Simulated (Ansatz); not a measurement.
Strongest site found for several adsorbates on fcc Pt (111).

All values below come from PBE (plane waves to 420 eV, PAW; Ansatz, a program for electronic structure).

Counted are starts at which the adsorbate stayed whole and on top. Thin slabs; no dispersion, zero-point or thermal terms; negative values mean binding.

| adsorbate, area an adsorbate | reference | bonded to | E_ads (eV) | shortest bond to the host (Å) |
|---|---|---|---|---|
| Br, 27 Å² | ½ Br2(g) | 3 Pt | -1.14 | 2.64 |
| Sn, 61 Å² | an atom of beta tin | 3 Pt | -1.78 | 2.67 |
| Sn, 27 Å² | an atom of beta tin | 3 Pt | (withheld) | 2.67 |
| CH3, 27 Å² | CH4(g) − ½ H2(g) | Pt | (withheld) | 2.07 |
| CO, 7 Å² | CO(g) | Pt | (withheld) | 1.85 |
| I, 27 Å² | ½ I2(g) | 3 Pt | -1.34 | (withheld) |

Question: Some entries are withheld; supply them.

Answer: 
- Sn, 27 Å², E_ads (eV): -1.71
- CH3, 27 Å², E_ads (eV): 0.48
- CO, 7 Å², E_ads (eV): -0.90
- I, 27 Å², shortest bond to the host (Å): 2.74
